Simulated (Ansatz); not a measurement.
ZrTa (model structure, Fm-3m, No. 225, 2 atoms in the cell), treated with LDA (Ansatz, an electronic-structure program, plane waves, PAW).

Run with plane-wave cutoff 520 eV, 18×18×18 k mesh, Fermi–Dirac smearing 0.05 eV, scalar-relativistic PAW data made under PBE.

Cell (relaxed at this level):

```cif
data_Ta4Zr4
_chemical_formula_sum 'Ta4 Zr4'
_space_group_name_H-M_alt 'Fm-3m'
_space_group_IT_number 225
_space_group_name_Hall '-F 4 2 3'
_cell_length_a 5.52080
_cell_length_b 5.52080
_cell_length_c 5.52080
_cell_angle_alpha 90.000
_cell_angle_beta 90.000
_cell_angle_gamma 90.000
loop_
_atom_site_label
_atom_site_type_symbol
_atom_site_symmetry_multiplicity
_atom_site_Wyckoff_symbol
_atom_site_fract_x
_atom_site_fract_y
_atom_site_fract_z
_atom_site_occupancy
Ta1 Ta 4 a 0.00000 0.00000 0.00000 1
Zr1 Zr 4 b 0.50000 0.50000 0.50000 1
```
(The calculation used a cell of 2 atoms; values per cell refer to that cell.)

Question: Estimate the bulk modulus B0 that the calculation returns.

Answer: 
- bulk modulus B0 = 112 GPa

The run finds no gap.

Note: the bulk modulus is −V dP/dV from two relaxed cells at ±2 % in volume; the relaxation could raise the start's symmetry but not lower it, so the cell can be a saddle point.

Spin–orbit coupling is not included.

The computed numbers hold no vibrational or temperature effects.

Computing time: roughly 60 core-seconds.

A model structure was made by putting elements into a prototype or built by hand; it is no filed structure, need not be a known phase, and can be a saddle point held by its symmetry.
